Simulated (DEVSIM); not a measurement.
Device: Schottky contact on n-type β-Ga2O3, at 250 K.

Layer 1 from the left is β-Ga2O3, thickness (μm) 0.590, Nd (cm⁻³) 8.8e16, τn (s) 1.8e-8, τp (s) 1.8e-8.

Left contact: Schottky, work function 5.52 eV, emission velocity 5.4e6 cm/s. Right contact: ohmic. Voltage is applied to the left contact. Recombination: SRH at mid-gap. Mobility is constant in doping.

Constants are typed, rounded textbook-type inputs, not results; the design itself was drawn at random and stands for no fabricated device. Values at 300 K; Nc and Nv go as T^1.5, mobilities as T to minus their exponent, the gap by Varshni's rule with the affinity fixed.

β-Ga2O3: gap (eV) 4.8, affinity (eV) 4, permittivity 10, Nc (cm⁻³) 3.7e18, Nv (cm⁻³) 5e20, μn (cm²/Vs) 160, μp (cm²/Vs) 1, T exponent of μn 1.8, T exponent of μp 1.5, Varshni α (eV/K) 0.0004, Varshni β (K) 600.

DEVSIM, 1D drift-diffusion, Boltzmann statistics, complete ionisation; no tunnelling, impact ionisation, image-force lowering or self-heating. Metal contacts follow the ideal Schottky-Mott rule: no Fermi-level pinning, no interface dipoles.

Dark forward current:

| |V| (V) | |J| (A/cm²) |
|---|---|
| 0.60 | 6.007e-13 |
| 0.65 | 6.091e-12 |
| 0.70 | 6.174e-11 |
| 0.75 | 6.256e-10 |
| 0.80 | 6.334e-9 |
| 0.85 | 6.409e-8 |
| 0.90 | 6.478e-7 |
| 0.95 | 6.541e-6 |
| 1.00 | 6.594e-5 |
| 1.05 | 0.0006635 |
| 1.10 | 0.006658 |
| 1.15 | 0.06654 |
| 1.20 | 0.6605 |
| 1.25 | 6.456 |
| 1.30 | 59.39 |
| 1.35 | 410.4 |
| 1.40 | 1496 |
| 1.45 | 3218 |

**Question.** Work out the local ideality factor n = ΔV / (kT/q · ln(J2/J1)) between the rows 0.60 and 0.65 V, 1.40 and 1.45 V.

**Answer.** kT/q = 21.54 mV. From 0.60 to 0.65 V: ln(6.091e-12/6.007e-13) = 2.316, n = 1.00, near the 1 of diffusion or emission over a barrier. From 1.40 to 1.45 V: ln(3218/1496) = 0.766, n = 3.03; the layers' resistance at their doping, Σ W/(qμN) = 1.9e-5 Ω cm², would take 32 mV of this step of 50 mV.

**Question.** Estimate the current at 0.95 V for emission alone, J0 = q v N_band exp(−φB/kT), and read the barrier back from the simulated current.

**Answer.** φB = 1.520 eV, N_band = 2.81e18 cm⁻³, J0 = 5.49e-25 A/cm²; J = J0 (exp(qV/kT) − 1) = 7.84e-6 A/cm². The simulation gives 6.54e-6 A/cm²; the estimate lies 20 % above. Read backwards, the simulated current gives an apparent barrier of 1.524 eV. The estimate leaves out transport through the depletion region and minority injection.
